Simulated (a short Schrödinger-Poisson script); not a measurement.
Stack: symmetric double-gate stack, Si3N4 on p-type Ge(100), at 300 K.

```
layer  material  thickness (nm)  Na (cm⁻³)
-----  --------  --------------  ---------
1         Si3N4               4          -
2            Ge               3       5e17
3         Si3N4               4          -
```

The device is made up for the run: typed textbook-type constants, with dimensions and the other settings drawn at random. Si3N4: permittivity 7.5, conduction-band edge (eV) 1.9, gap (eV) 5.1, electron mass (mₑ) 0.5. Ge: permittivity 16, conduction-band edge (eV) 0, gap (eV) 0.664, Nv at 300 K (cm⁻³) 6e18.

Channel valleys (confinement mass, in-plane density-of-states mass, number): L4 0.12, 0.295, 4. At the gates, both at one voltage, the conduction-band edge of layer 1 lies 2.06 eV − eVg above the Fermi level of the channel. Gaps are held at their typed values at every temperature. Mesh 0.03 nm at interfaces.

From a short Schrödinger-Poisson script (our own, NumPy): 1D Poisson equation in equilibrium, electrons quantum, Hartree (BenDaniel-Duke, 12 states a valley, the channel's in-plane mass for all, wave functions free to enter the dielectric), parabolic valleys, classical holes, full ionisation, no traps, pinning or gate leakage.

The same stack at other levels of the model or other numerical settings:

```
run                                          sheet density of all electrons at Vg = 1.6 V (cm⁻²)  sheet density of all electrons at Vg = 0.4 V (cm⁻²)  capacitance of both gates at Vg = 1.6 V (μF/cm²)  rough cost against the base
-------------------------------------------  ---------------------------------------------------  ---------------------------------------------------  ------------------------------------------------  ---------------------------
base                                                                                     2.40e13                                              2.37e12                                              2.97                      about 1
electrons treated as classical, Boltzmann                                                2.76e13                                              4.39e12                                              3.20                         0.05
electrons treated as classical, Fermi-Dirac                                              2.58e13                                              4.16e12                                              2.96                          0.1
mesh six times as coarse                                                                 2.38e13                                              2.26e12                                              2.97                          0.3
one subband a valley                                                                     2.40e13                                              2.37e12                                              2.97                          0.4
```

The classical rows ignore confinement, and Boltzmann statistics overrate the density once the band edge passes the Fermi level.

Only the L valleys are kept; under strong confinement the Δ valleys of Ge fill too.
